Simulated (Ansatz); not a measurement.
Level of theory: PBE (plane waves to 420 eV, PAW; Ansatz, a program for electronic structure).

Electrostatic potential energy of an electron, averaged over planes parallel to the surface, in eV from the Fermi level, for a constructed model of the (110) surface of bcc Ta, a layer of Co in place of the second plane (bottom of the slab: a bare face, its two planes held):

```csv
z (Å),V (eV)
3.72,4.77
4.01,4.77
4.30,4.77
4.58,4.76
4.87,4.74
5.16,4.71
5.44,4.64
5.73,4.51
6.02,4.26
6.30,3.78
6.59,2.87
6.88,1.20
7.16,-2.00
7.45,-7.44
7.73,-14.09
8.02,-19.05
8.31,-18.53
8.59,-12.89
8.88,-6.26
9.17,-1.89
9.45,-1.71
9.74,-5.79
10.03,-12.30
10.31,-18.14
10.60,-18.97
10.89,-14.09
11.17,-7.35
11.46,-2.48
11.74,-1.54
12.03,-5.04
12.32,-11.31
12.60,-17.50
12.89,-19.20
13.18,-14.97
13.46,-8.26
13.75,-3.05
14.04,-1.55
14.32,-4.60
14.61,-10.68
14.90,-17.16
15.18,-19.62
15.47,-16.05
15.76,-9.53
16.04,-4.29
16.33,-3.55
16.61,-7.94
16.90,-12.16
17.19,-12.77
17.47,-9.49
17.76,-5.08
18.05,-5.14
18.33,-10.27
18.62,-16.66
18.91,-19.85
19.19,-17.04
19.48,-10.56
19.77,-4.36
20.05,-0.07
20.34,2.15
20.62,3.35
20.91,3.98
21.20,4.32
21.48,4.49
21.77,4.57
22.06,4.62
22.34,4.64
22.63,4.65
22.92,4.66
23.20,4.66
```

Model: 6-atom slab, 11.2 Å thick at the start, 14x14x1 mesh, Fermi-Dirac 0.1 eV, dipole correction, 2 atoms held, the rest relaxed; symmetry of the start imposed; spin-polarised, ending with about 0.3 μB a cell; orders that need a larger cell were not tried, no spin-orbit, no U. In PBE it lies 0.20 eV a 1x1 cell over the lowest computed structure of the same composition (a layer of Co in place of the third plane).

The vacuum level lies 4.66 eV above the Fermi level over the top face and 4.77 eV above it under the bottom face.
